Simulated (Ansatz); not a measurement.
## Effect of uniaxial strain ε_xx = +2.50 % on Hf

Start from Hf in the hcp (Mg type) structure (space group P6_3/mmc, No. 194; a = 3.1174 Å, c = 4.9501 Å; relaxed with 0.1 eV smearing). Axes: x lies along a and z along c of the hexagonal cell.

Modification: uniaxial strain ε_xx = +2.50 %, all other strain components held at zero; the atoms relax in the strained cell.

Method: LDA (Ansatz, a first-principles code), no SOC. k-mesh 21×21×12 (Γ-centred); smearing 0.1 eV (Fermi–Dirac).

```csv
quantity,base,changed,shift
volume per atom,20.83 Å³,21.35 Å³,+0.52 Å³
space group,P6_3/mmc (No. 194),Cmcm (No. 63),–
shortest interatomic distance,3.060 Å,3.070 Å,+0.010 Å
energy relative to the base (free energy F),0 meV/atom,+7.2 meV/atom,+7.2 meV/atom
"pressure (mean of the normal stresses, compression positive)",0.0 GPa,-2.8 GPa,-2.8 GPa
band gap,zero,zero,–
largest internal atomic displacement,–,0.018 Å,–
"stress (xx, yy, zz, yz, xz, xy; compression positive)",–,"(-4.3, -2.1, -2.0, 0.0, 0.0, 0.0) GPa",–
```

Cost of the whole job for the changed cell (relaxation, final SCF and bands): roughly 4 core-minutes.

Whether these cells are dynamically stable was not tested. All final runs are without spin polarisation.
